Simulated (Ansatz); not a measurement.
Ansatz (a first-principles code) run on CdPt (P4mm, 2 atoms in the cell): self-consistent single point.

Level of theory: PBEsol, default PAW files made with PBE (plane waves; Ansatz).

```xyz
2
Lattice="2.9765 0.0000 0.0000 0.0000 2.9765 0.0000 0.0000 0.0000 3.8345" Properties=species:S:1:pos:R:3 pbc="T T T"
Cd     0.0000     0.0000     0.0500
Pt     1.4883     1.4883     1.9173
```

Reference input (self-consistent single point, DFT, PBEsol, plane waves, default PAW files made with PBE): basis.ecutwfc = 420 eV; kpoints.mp_grid.grid = 11 11 9; hamiltonian.xc = pbesol; hamiltonian.pseudopotentials = {kind: paw} (the program's default PAW files); scf.occupations.method = fermi_dirac; scf.occupations.width = 0.1 eV. This run's input differs from it in these lines:

Ansatz 0.2 input:
```diff
@@ -12,3 +12,3 @@
 kpoints:
-  mp_grid: { grid: [11, 11, 9] }
+  mp_grid: { grid: [18, 18, 15] }
 hamiltonian:
@@ -17,3 +17,3 @@
 scf:
-  occupations: { method: fermi_dirac, width: 0.1 eV }
+  occupations: { method: cold, width: 0.5 eV }
 output:
```

Output, abridged:

```
SCF iter   1: F=—  HF=-20568.533389 eV  |F-HF|=—  |Δ(HF+E_count)|=         —  Δρ=1.09e-2  dr2=4.67e-2  ethr=1.77e-3  ⟨swp⟩=4.3  Hψ=36454  notcnv=0
all-band conjugate gradients solve this SCF's bands
preconditioner: auto → Kerker (q_TF=auto, 2.780 Å⁻¹)
SCF iter   2: F=—  HF=-20568.523987 eV  |F-HF|=—  |Δ(HF+E_count)|=   9.40e-3  S|Δr|=    0.00e0  Δρ=3.70e-3  dr2=5.52e-3  ethr=1.23e-4  ⟨swp⟩=1.1  Hψ=13742  notcnv=0
   [... lines left out ...]
SCF iter   5: F=—  HF=-20568.522630 eV  |F-HF|=—  |Δ(HF+E_count)|=   3.80e-5  S|Δr|=    0.00e0  Δρ=7.94e-5  dr2=3.17e-6  ethr=1.37e-7  ⟨swp⟩=2.2  Hψ=13007  notcnv=0
SCF iter   6: F=—  HF=-20568.522629 eV  |F-HF|=—  |Δ(HF+E_count)|=   9.73e-7  S|Δr|=    0.00e0  Δρ=3.35e-5  dr2=4.05e-7  ethr=8.33e-9  ⟨swp⟩=2.0  Hψ=14699  notcnv=0
SCF iter   7: F=-20568.522629 eV  HF=-20568.522629 eV  |F-HF|=1.23e-8  |Δ(HF+E_count)|=   8.97e-8  S|Δr|=    0.00e0  Δρ=1.02e-5  dr2=2.87e-8  ethr=2.63e-10  ⟨swp⟩=5.1  Hψ=40159  notcnv=0
SCF 1 converged in 7 iterations: F = -20568.522629 eV  dr2 = 2.87e-8
Stability not checked (fill_not_monotonic)
Free energy (F): -20568.522629 eV
Internal energy: -20568.549728 eV  (E = F + TS)
E sigma→0 (E₀):  -20568.531662 eV
Entropy (-TS):   0.027099 eV (13.549 meV/atom)
Fermi energy:    19.187930 eV
--- Forces (eV/Å), atoms counted from 1 ---
  atom   1  Cd    -0.00000000     0.00000000    -0.36225651
  atom   2  Pt     0.00000000     0.00000000     0.36225392
--- Stress (GPa, compression-positive) ---
       -3.374564       0.000000       0.000000
        0.000000      -3.374564       0.000000
        0.000000       0.000000      -2.984813
  P = ⅓ Tr σ = -3.2446 GPa (-32.446 kbar)
  The stress holds the Pulay correction. Without it, at fixed plane waves, as pw.x and ABINIT print it: P = -3.2995 GPa
```

The run converged in 7 iterations. Against the reference run the free energy goes up by 7.0 meV/atom, the pressure goes from -3.10 to -3.24 GPa and the largest force moves little (0.365 to 0.362 eV/Å).

The starting cell comes from a database of computed structures (which also holds hypothetical and non-ambient phases and stackings), without a prior relaxation at this level. Its lattice was rescaled by up to half a per cent. One atom was moved a little off its site on purpose. Spin polarisation is off. With a pressure of about -3 GPa the cell is away from its equilibrium volume at this level. Ansatz's pressure includes its estimate of the finite-basis (Pulay) stress.
